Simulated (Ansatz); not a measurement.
## Worked sum: formation energy of 2 Be_i in Al (fcc, Fm-3m)

Consider the formation energy of 2 Be_i in Al (fcc, Fm-3m). Reaction: 32 Al (fcc) + 2 Be (hcp) → cell A.

A: a supercell of 32 sites of Al (fcc, Fm-3m) with two times Be off the lattice sites (6 Al at 2.18–2.24 Å); the closest two of these centres are 5.7 Å apart; spin state with PBE: run without spin.

Ansatz (a quantum-chemistry and plane-wave program) with PAW potentials; structures come from PBE relaxations, nuclei static, no net charge. Ansatz runs with its PAW set soft_1. Larger cells are relaxed from a start prepared with the learned potential CHGNet, on a coarser mesh till forces fall under 0.03 eV/Å, which some starts already meet. A dispersion term (D3(BJ), or D4 for r2SCAN) was computed beside these levels and is taken off wherever the name lacks it. Space groups of crystals are read within 0.01 Å. The cell is small for its defects, so this is an ordered compound on the host's lattice rather than an isolated defect. Cell A has symmetry P4/mmm within 0.02 Å and got no random move, so less symmetric positions, which may lie lower, weren't tried.

Total energies of the cells in eV, at zero smearing width. They compare only within one column; the weights balance every element.

```csv
cell,atoms,weight,PBE
A: Al:2 Be_i,34,+1,-17381.60387
Al (fcc),32,−1,-17199.97733
Be (hcp),2,−1,-185.52928
```

PBE: (-17381.60387) − (-17199.97733) − (-185.52928) = 3.903 eV.
